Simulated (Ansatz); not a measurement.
Base system: TiO$_{2}$ in the anatase structure (space group I4_1/amd, No. 141).

```
CELL_PARAMETERS angstrom
     -1.86967     1.86967     4.72754
      1.86967    -1.86967     4.72754
      1.86967     1.86967    -4.72754
ATOMIC_POSITIONS crystal
  Ti 0.75000 0.25000 0.50000
  Ti 0.00000 0.00000 0.00000
  O  0.54202 0.04202 0.50000
  O  0.79202 0.79202 0.00000
  O  0.20798 0.20798 0.00000
  O  0.95798 0.45798 0.50000
```

Cartesian axes are those of the cell as printed.

Computed with LDA in Ansatz (plane waves to 420 eV, PAW, no spin-orbit coupling).

Before the change:

The band gap is 2.08 eV and the smallest direct gap is 2.44 eV.

Perturbation: uniaxial strain ε_xx = +1.20 %, all other strain components held at zero, atoms relaxed at fixed cell.

Estimate the effect on the band gap, energy relative to the base, largest internal atomic displacement and smallest direct gap.

The band gap drops by 0.03 eV, from 2.08 eV to 2.05 eV; the energy increases by 1.9 meV/atom; the largest internal atomic displacement amounts to 0.012 Å; the smallest direct gap falls by 0.04 eV, from 2.44 eV to 2.40 eV.

Stability against distortions was not tested. The final runs are not spin-polarised.

Ansatz is a first-principles code.
